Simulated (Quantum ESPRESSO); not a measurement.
A self-consistent single point of LaHfMg6 (Amm2, 8 atoms in the cell) with Quantum ESPRESSO.

Level of theory: PBEsol, GBRV 1.5 ultrasoft (PBESOL) pseudopotentials (plane waves; Quantum ESPRESSO).

```
LaHfMg6
1.0
    5.32158     0.00000     0.00000
    0.00000     3.36105     5.82486
    0.00000    -3.36105     5.82486
La Mg Hf
1 6 1
Cartesian
  2.66079   0.00000   1.91906
  2.66079   1.67333   4.85746
  2.66079  -1.67333   4.85746
  0.00000   1.59542   6.80390
  0.00000  -1.59542   6.80390
  0.00000   0.00000   3.96847
  0.00000   0.00000   9.67637
  2.66079   0.00000   7.71234
```

Reference input (self-consistent single point, DFT, PBEsol, plane waves, GBRV 1.5 ultrasoft (PBESOL) pseudopotentials): ecutwfc = 40 Ry; ecutrho = 320 Ry; occupations = smearing; smearing = gauss; degauss = 0.0036749 Ry; potentials = {La: la_pbesol_v1.uspp.F.UPF, Mg: mg_pbesol_v1.4.uspp.F.UPF, Hf: hf_pbesol_v1.uspp.F.UPF}; K_POINTS = automatic 4 3 3 0 0 0; conv_thr = 1e-10 Ry. This run's input differs from it in these lines:

```diff
@@ -19,3 +19,3 @@
 &ELECTRONS
-  conv_thr = 1.0d-10
+  conv_thr = 1.0d-5
 /
```

Log, with long lists cut:

```
     Self-consistent Calculation

     iteration #  1     ecut=    40.00 Ry     beta= 0.70

     negative rho (up, down):  1.609E-01 0.000E+00

     total energy              =   -1008.50576604 Ry
     estimated scf accuracy    <       5.82545138 Ry

     iteration #  2     ecut=    40.00 Ry     beta= 0.70

     negative rho (up, down):  1.638E-01 0.000E+00

     total energy              =   -1010.07274918 Ry
     estimated scf accuracy    <      11.10867018 Ry

     iteration #  3     ecut=    40.00 Ry     beta= 0.70

     negative rho (up, down):  1.647E-01 0.000E+00

     total energy              =   -1011.03711583 Ry
     estimated scf accuracy    <       0.64247381 Ry

   [... 6 blocks of this kind left out ...]

     iteration # 10     ecut=    40.00 Ry     beta= 0.70

     negative rho (up, down):  1.688E-01 0.000E+00

     total energy              =   -1011.32892517 Ry
     estimated scf accuracy    <       0.00003716 Ry

     iteration # 11     ecut=    40.00 Ry     beta= 0.70

     negative rho (up, down):  1.688E-01 0.000E+00
     End of self-consistent calculation

     the Fermi energy is     6.8825 ev

!    total energy              =   -1011.32893272 Ry
     estimated scf accuracy    <       0.00000218 Ry
     smearing contrib. (-TS)   =      -0.00118332 Ry
     internal energy E=F+TS    =   -1011.32774941 Ry

     convergence has been achieved in  11 iterations

     negative rho (up, down):  1.688E-01 0.000E+00

     Forces acting on atoms (cartesian axes, Ry/au):

     atom    1 type  1   force =     0.00000000    0.00000000   -0.00171524
     atom    2 type  2   force =     0.00000000   -0.00095704    0.00025680
     atom    3 type  2   force =     0.00000000    0.00095704    0.00025680
     atom    4 type  2   force =     0.00000000   -0.00250707    0.00246855
     atom    5 type  2   force =     0.00000000    0.00250707    0.00246855
   [... lines left out ...]
     Total force =     0.007456     Total SCF correction =     0.004660
   [... lines left out ...]

     negative rho (up, down):  1.688E-01 0.000E+00
          total   stress  (Ry/bohr**3)                   (kbar)     P=      -29.01
  -0.00020829   0.00000000   0.00000000          -30.64        0.00        0.00
   0.00000000  -0.00018466  -0.00000000            0.00      -27.16       -0.00
   0.00000000   0.00000000  -0.00019863            0.00        0.00      -29.22

   JOB DONE.
```

The run converged in 11 iterations. Against the reference run the free energy hardly moves (within 1 meV/atom), the pressure hardly changes (-2.88 to -2.90 GPa) and the largest force goes from 0.105 to 0.092 eV/Å. The full log also holds: “SCF correction compared to forces is large: reduce conv_thr to get better values”.

The starting cell comes from a database of computed structures (which also holds hypothetical and non-ambient phases and stackings), without a prior relaxation at this level. Its lattice was rescaled by a random factor within 2.5 % of one.

Cost on one core of a shared machine: roughly 4 min.
